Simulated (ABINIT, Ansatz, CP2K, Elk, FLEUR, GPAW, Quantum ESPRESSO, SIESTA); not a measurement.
## One structure in several programs: CdSe (F-43m, 2 atoms in the cell)

Self-consistent single point, at a second geometry (lattice scaled by 0.98). First geometry:

```
CdSe
1.0
    0.00000     3.02500     3.02500
    3.02500     0.00000     3.02500
    3.02500     3.02500     0.00000
Cd Se
1 1
Direct
  0.00000   0.00000   0.00000
  0.25000   0.25000   0.25000
```

Shared settings, as Ansatz (a first-principles code) writes them: kpoints.mp_grid.grid = 9 9 9; scf.occupations.method = fermi_dirac; scf.occupations.width = 0.05 eV. Potentials and cutoffs stand in the table.

```json
[
 {"code": "Ansatz", "model": "PBE, default PAW files", "ΔF from the first geometry (meV/atom)": "59.0", "pressure (GPa)": "8.02", "gap on the mesh (eV)": "0.764", "cutoff": "default"},
 {"code": "Quantum ESPRESSO", "model": "PBE, SSSP 1.1.2 precision (PBE) pseudopotentials", "ΔF from the first geometry (meV/atom)": "60.3", "pressure (GPa)": "7.91", "gap on the mesh (eV)": "0.737", "cutoff": "55 Ry"},
 {"code": "ABINIT", "model": "PBE, PAW (JTH v2.0 PBE PAW)", "ΔF from the first geometry (meV/atom)": "59.9", "pressure (GPa)": "8.08", "gap on the mesh (eV)": "0.754", "cutoff": "20 Ha"},
 {"code": "GPAW", "model": "PBE, GPAW PAW datasets PBE (gpaw-data 1.0.1)", "ΔF from the first geometry (meV/atom)": "56.7", "pressure (GPa)": "7.81", "gap on the mesh (eV)": "0.756", "cutoff": "600 eV"},
 {"code": "FLEUR", "model": "PBE, all-electron FLAPW (FLEUR), scalar-relativistic valence", "ΔF from the first geometry (meV/atom)": "63.9", "pressure (GPa)": "–", "gap on the mesh (eV)": "0.781", "cutoff": "Kmax 4.3 1/bohr"},
 {"code": "CP2K", "model": "PBE, GPW, DZVP-MOLOPT-SR-GTH basis, GTH-PBE potentials (GTH_POTENTIALS)", "ΔF from the first geometry (meV/atom)": "69.0", "pressure (GPa)": "9.13", "gap on the mesh (eV)": "0.782", "cutoff": "grid 500 Ry"},
 {"code": "Elk", "model": "PBE, all-electron FP-LAPW, Elk's shipped species files, APW+lo basis with extra local orbitals", "ΔF from the first geometry (meV/atom)": "61.0", "pressure (GPa)": "–", "gap on the mesh (eV)": "0.738", "cutoff": "rgkmax 8"},
 {"code": "SIESTA", "model": "GGA PBE, numerical atomic orbitals DZP, PseudoDojo PBE standard norm-conserving potentials (rewritten from UPF to PSML)", "ΔF from the first geometry (meV/atom)": "53.4", "pressure (GPa)": "7.93", "gap on the mesh (eV)": "1.053", "cutoff": "grid 350 Ry"}
]
```

A dash marks a value that a program does not give, or that is left out as unsure.

Gaps are read on the mesh.

The spread over the programs that give each value: ΔF from the first geometry within 15.6 meV/atom; pressure within 1.32 GPa; gap on the mesh within 0.316 eV.

CP2K and SIESTA use small atom-centred bases, whose incompleteness enters pressures, forces and empty levels differently from a plane-wave cutoff. FLEUR and Elk treat all electrons, but the usual bases taken here (sphere radii, linearisation, local orbitals, empty states) were not tested for convergence, so the values are no reference for the others. Ansatz's pressure is given at a fixed set of plane waves, as the other plane-wave codes print theirs; with its correction for the finite basis it is 8.05 GPa. In the pressure, CP2K (by 1.17) lies more than 1 GPa from the median of the plane-wave programs. In the gap, SIESTA (by 0.298) lies more than 0.12 eV from the median of the plane-wave programs.

The starting cell has typed, rounded lattice constants, without a prior relaxation at this level. For this run, on top of that: lattice scaled by 0.98.

Keys are those of Ansatz 0.2.
